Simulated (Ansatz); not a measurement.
A periodic model of amorphous In₉Ga₉Zn₉O₃₉Mo:

```yaml
crystal:
  lattice:
    - [9.56646, 0.02712, -0.15180]
    - [0.02712, 9.84328, 0.05360]
    - [-0.15180, 0.05360, 9.03811]
  atoms:
    - { symbol: In, position: [0.64375, 0.65387, 0.86896] }
    - { symbol: In, position: [0.02531, 0.61430, 0.71152] }
    - { symbol: In, position: [0.56076, 0.32104, 0.99382] }
    - { symbol: In, position: [0.88139, 0.16196, 0.91900] }
    - { symbol: In, position: [0.22162, 0.25800, 0.36540] }
    - { symbol: In, position: [0.69383, 0.95647, 0.07720] }
    - { symbol: In, position: [0.89297, 0.09135, 0.38274] }
    - { symbol: In, position: [0.92701, 0.74516, 0.38356] }
    - { symbol: In, position: [0.27395, 0.61495, 0.35590] }
    - { symbol: Ga, position: [0.11033, 0.98660, 0.16804] }
    - { symbol: Ga, position: [0.57380, 0.88141, 0.40486] }
    - { symbol: Ga, position: [0.74756, 0.32109, 0.64443] }
    - { symbol: Ga, position: [0.44153, 0.10554, 0.19248] }
    - { symbol: Ga, position: [0.80817, 0.87209, 0.69104] }
    - { symbol: Ga, position: [0.37993, 0.75243, 0.69556] }
    - { symbol: Ga, position: [0.52917, 0.30606, 0.42807] }
    - { symbol: Ga, position: [0.37310, 0.81527, 0.05418] }
    - { symbol: Ga, position: [0.04117, 0.27004, 0.65659] }
    - { symbol: Zn, position: [0.56709, 0.06343, 0.73289] }
    - { symbol: Zn, position: [0.24344, 0.21781, 0.94065] }
    - { symbol: Zn, position: [0.25847, 0.53634, 0.98370] }
    - { symbol: Zn, position: [0.67308, 0.61608, 0.19730] }
    - { symbol: Zn, position: [0.28001, 0.96792, 0.48356] }
    - { symbol: Zn, position: [0.64723, 0.59643, 0.53831] }
    - { symbol: Zn, position: [0.13796, 0.94484, 0.80622] }
    - { symbol: Zn, position: [0.97251, 0.74476, 0.02173] }
    - { symbol: Zn, position: [0.34945, 0.43742, 0.67389] }
    - { symbol: O, position: [0.34314, 0.64854, 0.13934] }
    - { symbol: O, position: [0.91145, 0.90684, 0.52470] }
    - { symbol: O, position: [0.40047, 0.11755, 0.40008] }
    - { symbol: O, position: [0.56199, 0.23408, 0.62252] }
    - { symbol: O, position: [0.72606, 0.30018, 0.84803] }
    - { symbol: O, position: [0.87238, 0.55584, 0.26293] }
    - { symbol: O, position: [0.38308, 0.43831, 0.44796] }
    - { symbol: O, position: [0.38598, 0.78194, 0.46540] }
    - { symbol: O, position: [0.04519, 0.54794, 0.01407] }
    - { symbol: O, position: [0.69385, 0.41649, 0.47118] }
    - { symbol: O, position: [0.60447, 0.51956, 0.03710] }
    - { symbol: O, position: [0.21358, 0.91585, 0.01140] }
    - { symbol: O, position: [0.69958, 0.01226, 0.30763] }
    - { symbol: O, position: [0.53757, 0.27320, 0.22337] }
    - { symbol: O, position: [0.08953, 0.63167, 0.48613] }
    - { symbol: O, position: [0.87681, 0.17897, 0.59685] }
    - { symbol: O, position: [0.99278, 0.29584, 0.33342] }
    - { symbol: O, position: [0.08106, 0.15023, 0.83009] }
    - { symbol: O, position: [0.35451, 0.37099, 0.89579] }
    - { symbol: O, position: [0.05160, 0.80217, 0.21181] }
    - { symbol: O, position: [0.48078, 0.90984, 0.19955] }
    - { symbol: O, position: [0.93898, 0.42036, 0.70550] }
    - { symbol: O, position: [0.52819, 0.10317, 0.98995] }
    - { symbol: O, position: [0.75443, 0.99662, 0.84247] }
    - { symbol: O, position: [0.61264, 0.90501, 0.60874] }
    - { symbol: O, position: [0.78892, 0.67456, 0.69372] }
    - { symbol: O, position: [0.29785, 0.92981, 0.69028] }
    - { symbol: O, position: [0.24724, 0.15347, 0.14128] }
    - { symbol: O, position: [0.98852, 0.81231, 0.81482] }
    - { symbol: O, position: [0.21601, 0.28527, 0.59791] }
    - { symbol: O, position: [0.92239, 0.04950, 0.11882] }
    - { symbol: O, position: [0.11787, 0.04324, 0.37009] }
    - { symbol: O, position: [0.76157, 0.75556, 0.04762] }
    - { symbol: O, position: [0.50580, 0.59363, 0.68762] }
    - { symbol: O, position: [0.18273, 0.43676, 0.22444] }
    - { symbol: O, position: [0.47864, 0.79911, 0.88691] }
    - { symbol: O, position: [0.24386, 0.61473, 0.76817] }
    - { symbol: O, position: [0.68437, 0.72141, 0.37267] }
    - { symbol: O, position: [0.88407, 0.33001, 0.06998] }
    - { symbol: Mo, position: [0.98596, 0.43500, 0.18216] }
```

Methods: PBE, scalar-relativistic without spin-orbit coupling (Ansatz, a first-principles code); r2SCAN, scalar-relativistic without spin-orbit coupling (Ansatz); HSE06, scalar-relativistic without spin-orbit coupling (Ansatz). Neutral PBE cell, which sets geometry, pressure and energy: sampling: a 2×2×2 Γ-centred mesh; Fermi-Dirac width 0.02 eV; no spin polarisation. Exact exchange is cut at the faces of this 9 Å cell, which leaves hybrid gaps a finite-size error.

It comes from a melt-quench run on a machine-learned potential (CHGNet), relaxed afterwards by DFT. O atoms were pushed apart under 1.9 Å during the dynamics, to hinder bonds among them. The hot cell started wider than the set density and was brought back towards it in steps. It is the lowest in DFT energy of 2 quenches. It is a model cell: composition and starting density were chosen by hand, and all elements were melted together. No dispersion term was used. Its density started from a set value of 5.79 and ended at 5.79 g/cm³. The simulated quench (nominally 320 K/ps over its main leg) is rapid and tends to freeze in more defects than a deposited or slowly cooled glass has. A cell of this size samples the disorder only roughly. The volume was held where the preparation left it and the shape relaxed. Cycles of charging lowered its energy after that relaxation.

Problem. Give the pressure and the spacing of the highest filled and lowest empty levels.

Solution. 
```yaml
Pressure on a 2×2×2 Γ-centred mesh: 2.25 GPa
Largest force and stress component on that mesh (the relaxation ran on the zone centre alone): 0.07 eV/Å and 2.4 GPa
Level gap on a 2×2×2 Γ-centred mesh (PBE): 1.05 eV
Level gap at the zone centre (PBE): 1.07 eV
Level gap at the zone centre (r2SCAN): 1.53 eV
Level gap at the zone centre (HSE06): 2.60 eV
Distance between the nearest levels spread over more than a fifth of the atoms or a third of the atoms of their main element (six at least) (PBE, zone centre): 1.24 eV
```

Problem. At PBE and the zone centre, how localised are the states just below and above the Fermi level (participation number: the atoms over which a state spreads)?

Solution. The highest filled state is spread over 6.8 atoms' worth, largest on O31, with weights by element (charge in smoothed Voronoi cells) O 0.91, Ga 0.04, Zn 0.03. The lowest empty state is spread over 60.7 atoms' worth, largest on In6, with weights by element (charge in smoothed Voronoi cells) O 0.52, In 0.21, Zn 0.15.

At PBE the levels at the filled edge of the gap are localised (band-tail or defect states).

Bonds are counted up to In-In 3.12 Å, In-Ga 2.90 Å, In-Zn 2.90 Å, In-O 2.60 Å, In-Mo 3.08 Å, Ga-Ga 2.68 Å, Ga-Zn 2.68 Å, Ga-O 2.40 Å, Ga-Mo 2.86 Å, Zn-Zn 2.68 Å, Zn-O 2.60 Å, Zn-Mo 2.86 Å, O-O 1.58 Å, O-Mo 2.42 Å, Mo-Mo 3.04 Å. Two cations that share two anions don't count as bonded, nor two that share one unless they lie closer than In-In 3.04 Å, In-Ga 2.82 Å, In-Zn 2.82 Å, In-Mo 3.00 Å, Ga-Ga 2.61 Å, Ga-Zn 2.61 Å, Ga-Mo 2.78 Å, Zn-Zn 2.61 Å, Zn-Mo 2.78 Å, Mo-Mo 2.95 Å.

Added carriers, by PBE, scalar-relativistic without spin-orbit coupling (Ansatz) on the zone centre alone. Charged cells keep the cell fixed and stand in a uniform background, with no image correction, at a width of 0.01 eV; where the count is odd the moment is locked at 1 μB, unless the neutral cell bore moments. Each starts from the undistorted neutral geometry alone. PBE's self-interaction favours spread-out carriers, so it can miss traps that a hybrid finds.

Problem. What happens at PBE when the cell takes an extra electron and the atoms relax?

Solution. Relaxation lowers the charged cell by 0.02 eV. The largest moves are Zn19 0.13 Å, O50 0.09 Å, O54 0.06 Å, Zn20 0.05 Å. The level that holds the added charge spreads over 60.5 atoms' worth, most on In6 (weight 0.03): a carrier spread over the cell. No bond crosses its cut-off with a change of over 0.15 Å (metal-metal contacts aside). Made neutral again at that geometry, the cell lies +0.02 eV from the neutral start.

Problem. What happens at PBE when the cell takes a hole and the atoms relax?

Solution. Relaxation lowers the charged cell by 0.26 eV. The largest moves are Zn19 0.32 Å, O32 0.30 Å, O31 0.27 Å, Ga12 0.26 Å. The level that was emptied spreads over 3.1 atoms' worth, most on O31 (weight 0.53): a localised (trapped) carrier, which neighbours of that atom can share. Bonds broken: Ga12-O31. Bonds formed: Zn19-O54. Made neutral again at that geometry, the cell lies +0.88 eV from the neutral start (a closed shell was imposed there, with levels 0.11 eV apart, so this is an upper bound).
